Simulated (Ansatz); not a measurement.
The starting structures come from a database of crystals and need not be the phases stable at ambient conditions.

**Evanescent states of Rb2LiGaF6 (R-3m, not sure to be the ambient phase, 20 atoms a cell, 14.9 Å³ an atom, -4 GPa at this level) along the normal of (101)**

Method: r2SCAN (plane waves, PAW; Ansatz, an electronic-structure program).

The gap is the functional's own, uncorrected, and κ follows it; spin-orbit coupling is left out. Mid-gap values are interpolated between the computed energies.

Energies count from the valence-band top; κ is the least over a 6×4 mesh across the current.

| E (eV) | κ (1/Å) | where |
|---|---|---|
| 0.16 | 0.318 | off Γ |
| 0.48 | 0.416 | Γ |
| 0.80 | 0.449 | Γ |
| 1.12 | 0.478 | Γ |
| 1.44 | 0.500 | Γ |
| 1.76 | … | Γ |
| 2.08 | … | Γ |
| 2.40 | … | Γ |
| 2.72 | … | Γ |
| 3.04 | … | Γ |
| 3.36 | … | Γ |
| 3.68 | … | Γ |
| 4.00 | … | Γ |
| 4.32 | … | Γ |
| 4.64 | … | Γ |
| 4.96 | … | Γ |
| 5.28 | … | Γ |
| 5.60 | 0.409 | Γ |
| 5.92 | 0.369 | Γ |
| 6.24 | 0.317 | Γ |
| 6.56 | 0.246 | Γ |
| 6.88 | 0.121 | Γ |

Task: What belongs in the gaps?

Result: 
- 1.76, κ (1/Å): 0.516
- 2.08, κ (1/Å): 0.527
- 2.40, κ (1/Å): 0.534
- 2.72, κ (1/Å): 0.538
- 3.04, κ (1/Å): 0.537
- 3.36, κ (1/Å): 0.534
- 3.68, κ (1/Å): 0.528
- 4.00, κ (1/Å): 0.518
- 4.32, κ (1/Å): 0.505
- 4.64, κ (1/Å): 0.488
- 4.96, κ (1/Å): 0.467
- 5.28, κ (1/Å): 0.441
